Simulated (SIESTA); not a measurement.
**Worked example: self-consistent single point of CaAl₂Zn₂ (I4mm, 5 atoms in the cell) in SIESTA**

Method: LDA PW92, numerical atomic orbitals TZP, PseudoDojo LDA standard norm-conserving potentials (rewritten from UPF to PSML) run with SIESTA 5.4.2.

Input as run:

```
# files in the folder: Ca.psml Al.psml Zn.psml (PseudoDojo LDA standard)
SystemName  Ca(AlZn)2
SystemLabel siesta

NumberOfAtoms                5
NumberOfSpecies              3
%block ChemicalSpeciesLabel
  1 20 Ca
  2 13 Al
  3 30 Zn
%endblock ChemicalSpeciesLabel
LatticeConstant              1.0 Ang
%block LatticeVectors
    -2.050883000    2.050883000    5.725209000
     2.050883000   -2.050883000    5.725209000
     2.050883000    2.050883000   -5.725209000
%endblock LatticeVectors
AtomicCoordinatesFormat      Ang
%block AtomicCoordinatesAndAtomicSpecies
    -0.000000000    0.000000000    0.050003975  1
     2.050883000    0.000000000    2.862604500  2
     0.000000000    2.050883000    2.862604500  2
     0.000000000   -0.000000000    4.487075302  3
     0.000000000   -0.000000000    6.963342698  3
%endblock AtomicCoordinatesAndAtomicSpecies

XC.functional                LDA
XC.authors                   PW92
PAO.BasisSize                TZP
PAO.EnergyShift              0.005 Ry
MeshCutoff                   300 Ry
%block kgrid.MonkhorstPack
    5   0   0  0.0
    0   5   0  0.0
    0   0   5  0.0
%endblock kgrid.MonkhorstPack
OccupationFunction           MP
OccupationMPOrder            0
ElectronicTemperature        0.1 eV

MaxSCFIterations             150
SCF.Mixer.Method             Pulay
SCF.Mixer.Weight             0.25
SCF.Mixer.History            6
SCF.DM.Tolerance             1.0E-04
Diag.ParallelOverK           true
WriteForces                  true
Charge.Mulliken              end
```

The program printed (abridged):

```
reinit: Reading from file input.fdf

reinit: System Name: Ca(AlZn)2
reinit: System Label: siesta

coor:   Atomic-coordinates input format  =     Cartesian coordinates
coor:                                          (in Angstroms)

siesta: Atomic coordinates (Bohr) and species
siesta:     -0.00000   0.00000   0.09449  1        1
siesta:      3.87561   0.00000   5.40954  2        2
siesta:      0.00000   3.87561   5.40954  2        3
siesta:      0.00000  -0.00000   8.47934  3        4
siesta:      0.00000  -0.00000  13.15881  3        5

siesta: System type = bulk

initatomlists: Number of atoms, orbitals, and projectors:      5    94    90

siesta: ******************** Simulation parameters ****************************
redata: Spin configuration                          = none
redata: Time-Reversal Symmetry                      = T
redata: Number of Atomic Species                    =        3
redata: Mesh Cutoff                                 =   300.0000 Ry
redata: Net charge of the system                    =     0.0000 |e|
redata: Min. number of SCF Iter                     =        0
redata: Max. number of SCF Iter                     =      150
redata: SCF convergence failure will abort job
redata: SCF mix quantity                            = Hamiltonian
redata: Mix DM or H after convergence               =   F
redata: Recompute H after scf cycle                 =   F
redata: Mix DM in first SCF step                    =   T
redata: No kicks to SCF
redata: DM Mixing Weight for Kicks                  =     0.5000
redata: Require Harris convergence for SCF          =   F
redata: Harris energy tolerance for SCF             =     0.000100 eV
redata: Require DM convergence for SCF              =   T
redata: DM tolerance for SCF                        =     0.000100
redata: Require EDM convergence for SCF             =   F
redata: EDM tolerance for SCF                       =     0.001000 eV
   [... lines left out ...]
diag: Used triangular part                          = Lower
diag: Absolute tolerance                            =  0.100E-15
diag: Orthogonalization factor                      =  0.100E-05
diag: Memory factor                                 =  1.0000

superc: Internal auxiliary supercell:     7 x     7 x     9  =     441
superc: Number of atoms, orbitals, and projectors:   2205  41454  39690

                        Single-point calculation

superc: Internal auxiliary supercell:     7 x     7 x     9  =     441
superc: Number of atoms, orbitals, and projectors:   2205  41454  39690

outcell: Unit cell vectors (Ang):
       -2.050883    2.050883    5.725209
        2.050883   -2.050883    5.725209
        2.050883    2.050883   -5.725209

outcell: Cell vector modules (Ang)   :    6.417964    6.417964    6.417964
outcell: Cell angles (23,13,12) (deg):    142.7281    142.7281     53.7335
outcell: Cell volume (Ang**3)        :     96.3237
new_DM -- step:     1
Initializing Density Matrix...

Attempting to read DM from file... Failed...
DM filled with atomic data:

InitMesh: MESH = 54 x 54 x 40 = 116640
InitMesh: Mesh cutoff (required, used) =   300.000   310.265 Ry

stepf: Methfessel-Paxton step function
       Using Hermite-Gauss polynomials of order  0
        iscf     Eharris(eV)        E_KS(eV)     FreeEng(eV)     dDmax    Ef(eV) dHmax(eV)
   scf:    1   -12285.716164   -12467.291485   -12467.309745  6.398285 -2.535511 48.695478
   scf:    2   -12559.767853   -12547.140261   -12547.148275  3.248934 -3.784086  3.236417
   scf:    3   -12548.316080   -12547.877320   -12547.891612  0.249030 -3.841438  1.132043
   scf:    4   -12547.976635   -12547.942401   -12547.960205  0.055838 -3.842152  0.737719
   scf:    5   -12547.952940   -12547.950176   -12547.968007  0.047721 -3.852429  0.254622
   scf:    6   -12547.950962   -12547.950845   -12547.968864  0.016283 -3.862741  0.034933
   scf:    7   -12547.951312   -12547.951126   -12547.968970  0.003915 -3.865561  0.034687
   scf:    8   -12547.951330   -12547.951242   -12547.969012  0.002305 -3.866647  0.004770
   scf:    9   -12547.951187   -12547.951215   -12547.969015  0.000462 -3.866620  0.000528
   scf:   10   -12547.951209   -12547.951212   -12547.969015  0.000113 -3.866614  0.000280
   scf:   11   -12547.951211   -12547.951211   -12547.969015  0.000134 -3.866613  0.000066
   scf:   12   -12547.951211   -12547.951211   -12547.969015  0.000008 -3.866613  0.000043
SCF Convergence by DM+H criterion
max |DM_out - DM_in|         :     0.0000076665
max |H_out - H_in|      (eV) :     0.0000434109
SCF cycle converged after 12 iterations

Using DM_out to compute the final energy and forces

siesta: E_KS(eV) =           -12547.9512

siesta: E_KS - E_eggbox =    -12547.9512

siesta: Atomic forces (eV/Ang):
     1    0.000106    0.000106   -0.245990
     2    0.000380   -0.000414    0.082961
     3   -0.000414    0.000380    0.082961
     4   -0.000894   -0.000894    0.129264
     5    0.000856    0.000856   -0.049155
   Tot    0.000035    0.000035    0.000040
   Max    0.245990
   Res    0.078911    sqrt( Sum f_i^2 / 3N )
   Max    0.245990    constrained

Stress tensor Voigt[x,y,z,yz,xz,xy] (kbar):       27.75       27.75        4.79        0.03        0.03       -0.00
(Free)E + p*V (eV/cell)   -12549.1772
Target enthalpy (eV/cell)   -12547.9690

siesta: Program's energy decomposition (eV):
siesta: Ebs     =     -2118.080477
siesta: Eions   =     15052.169239
siesta: Ena     =       975.897274
siesta: Ekin    =      5396.556778
siesta: Enl     =     -2491.939593
siesta: Eso     =         0.000000
siesta: Edftu   =         0.000000
siesta: DEna    =        77.376093
siesta: DUscf   =         6.179433
siesta: DUext   =         0.000000
siesta: Ex      =     -1341.628341
siesta: Ec      =      -118.223616
siesta: Exc     =     -1459.851956
siesta: Eharris =    -12547.951211
siesta: Etot    =    -12547.951211
siesta: FreeEng =    -12547.969015

siesta: Atomic forces (eV/Ang):
siesta:      1    0.000106    0.000106   -0.245990
siesta:      2    0.000380   -0.000414    0.082961
siesta:      3   -0.000414    0.000380    0.082961
siesta:      4   -0.000894   -0.000894    0.129264
siesta:      5    0.000856    0.000856   -0.049155
siesta: ----------------------------------------
siesta:    Tot    0.000035    0.000035    0.000040

siesta: Stress tensor (static) (eV/Ang**3):
siesta:     0.017320   -0.000003    0.000018
siesta:    -0.000003    0.017320    0.000018
siesta:     0.000018    0.000018    0.002990

siesta: Cell volume =         96.323689 Ang**3

siesta: Pressure (static):
   [... lines left out ...]
siesta:         -20.09635339        -23.98740645  kBar
   [... lines left out ...]
   2  3.659   0.905   0.044   0.174   0.314   0.250   0.292  -0.286  -1.138
             -0.298   0.550   1.708   0.599   0.141   0.121   0.087   0.122

              0.073
   3  3.659   0.905   0.044   0.174   0.292   0.250   0.314  -0.298  -1.138
             -0.286   0.599   1.708   0.550   0.141   0.122   0.087   0.121

              0.073

Species: Zn
Atom  Qatom  Qorb
               3s      4s      4s      4s      3py     3pz     3px     4py
               4pz     4px     3dxy    3dyz    3dz2    3dxz    3dx2-y2 3dxy
               3dyz    3dz2    3dxz    3dx2-y2 3dxy    3dyz    3dz2    3dxz
               3dx2-y2
   4 19.678   1.961   0.415  -0.348   0.350   2.005   2.007   2.005   0.465
              0.520   0.465   1.892   1.829   1.818   1.829   1.847   0.022

              0.016   0.008   0.016   0.011   0.059   0.118   0.141   0.118

              0.110
   5 19.743   1.961   0.485  -0.371   0.335   2.005   2.007   2.005   0.476
              0.529   0.476   1.895   1.833   1.819   1.833   1.850   0.022

              0.017   0.008   0.017   0.011   0.056   0.114   0.138   0.114

              0.106

mulliken: Qtot =       56.000

Mulliken Atomic Populations:
Atom #   charge [q] valence [e]  Species
     1     0.738700    9.261300  Ca
     2    -0.658778    3.658778  Al
     3    -0.658778    3.658778  Al
     4     0.321709   19.678291  Zn
     5     0.257147   19.742853  Zn
 Total    -0.000000
```

The run converged in 12 iterations.

The starting cell comes from a database of computed structures (which also holds hypothetical and non-ambient phases and stackings), without a prior relaxation at this level. Its lattice was rescaled by up to half a per cent. One atom was moved a little off its site on purpose. Values carry the incompleteness of an atom-centred basis.

Cost on one core of a shared machine: roughly 90 s.
